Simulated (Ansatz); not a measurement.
## Ta: response to strain

Consider Ta in the bcc (W type) structure (space group Im-3m, No. 229; a = 3.2823 Å; relaxed with 0.1 eV smearing). Axes: x, y, z lie along the cube axes.

Strains are applied to the cell and any free atomic positions relax.

Calculations: PBEsol in Ansatz (plane waves to 420 eV, PAW, without spin-orbit coupling).

Notes on the quantities. energy relative to the base: free energy F; pressure: mean of the normal stresses, compression positive.

```tsv
case	shortest interatomic distance	energy relative to the base	pressure
base	2.843 Å	0 meV/atom	0.0 GPa
uniaxial strain ε_zz = −3.00 %	2.814 Å	+15 meV/atom	6.7 GPa
uniaxial strain ε_zz = −2.50 %	2.819 Å	+10 meV/atom	5.5 GPa
uniaxial strain ε_zz = −2.00 %	2.824 Å	+6.5 meV/atom	4.4 GPa
uniaxial strain ε_zz = −1.50 %	2.828 Å	+3.6 meV/atom	3.2 GPa
uniaxial strain ε_zz = −1.00 %	2.833 Å	+1.6 meV/atom	2.1 GPa
uniaxial strain ε_zz = +0.50 %	2.847 Å	+0.4 meV/atom	-1.0 GPa
uniaxial strain ε_zz = +2.00 %	2.862 Å	+6.0 meV/atom	…
uniaxial strain ε_zz = +2.50 %	2.866 Å	…	-4.8 GPa
uniaxial strain ε_zz = +3.00 %	2.871 Å	+13 meV/atom	-5.7 GPa
```

Fill in the withheld entries from the trend.


- uniaxial strain ε_zz = +2.00 %, pressure: -3.9 GPa
- uniaxial strain ε_zz = +2.50 %, energy relative to the base: +9.3 meV/atom

Stability against distortions was not tested. The final runs are not spin-polarised.

Ansatz is a first-principles code.
